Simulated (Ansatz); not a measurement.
CdTe under load (space group I-4m2), r2SCAN with spin-orbit coupling, rigid bands (Ansatz, a quantum-chemistry and plane-wave program). Condition of this run: biaxial stress in (001) of -2 GPa (compression positive) (the target of the relaxation). Band gap 0.72 eV, N_c = 6.27e17 cm⁻³ and N_v = 4.97e18 cm⁻³ at 300 K, conductivity masses along x (a = (0.00, 3.43, 2.97) Å; b = (3.43, 0.00, 2.97) Å; c = (3.43, 3.43, 0.00) Å) of 0.0915 mₑ (electrons) and 0.548 mₑ (holes). Take k_BT = 0.02585 eV.

Problem. What built-in voltage has an abrupt junction with N_A = 1e16 and N_D = 1e17 cm⁻³, all dopants ionised?

Solution. V_bi = E_g/e − (k_BT/e) ln(N_c N_v/(N_A N_D)) = 0.72 − 0.02585 × 8.04 = 0.51 V, for the computed gap.

Problem. What thermal injection velocity √(2k_BT/πm) limits a ballistic channel along the direction named?

Solution. 1.78e7 cm/s for electrons and 7.27e6 cm/s for holes, a ratio of √(m_h/m_e) = 2.45, for dilute carriers.

Problem. Find the intrinsic carrier density and the intrinsic Fermi level.

Solution. n_i = √(N_c N_v) exp(−E_g/2k_BT) = 1.77e18 × exp(−13.93) = 1.6e12 cm⁻³. The level lies (k_BT/2) ln(N_v/N_c) = 27 meV from mid-gap (positive towards the conduction band). Each 0.1 eV added to the gap lowers n_i by a factor of 6.9.

Rigid bands with the computed gap; masses take one relaxation time for all states. Geometry: cell and atoms relaxed with PBEsol.
